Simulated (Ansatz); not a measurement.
## Ga (Cmcm, No. 63, 4 atoms in the cell; start mp-1067880; another form than the element's usual one): properties by level of theory

```csv
level (code),bulk modulus (GPa),cohesive energy (eV/atom)
LDA (Ansatz),57.6,3.42
PBEsol (Ansatz),51.9,___
r²SCAN (Ansatz),56.0,2.83
```

### Question
Fill in the missing entries.

### Answer

- PBEsol (Ansatz, an electronic-structure program), cohesive energy (eV/atom): 3.05

Caveats: the bulk modulus is −V dP/dV from two relaxed cells at ±2 % in volume (LDA, PBEsol, r²SCAN); the relaxation could not lower the start's symmetry, so the cell can be a saddle point above a distorted one (LDA, PBEsol, r²SCAN). Ansatz's density-functional and Hartree–Fock values are scalar-relativistic unless marked +SOC, with PAW data made under PBE.

Unless a cell is named, each level is at its own relaxed cell (LDA 19.13, PBEsol 19.86, r²SCAN 20.03 Å³/atom).

Free atoms are spin-polarised, in the lowest state found; at levels without +SOC their spin–orbit coupling is left out.

Computed values are for the static lattice.

A start named mp-… is a Materials Project structure, which need not be a measured phase.
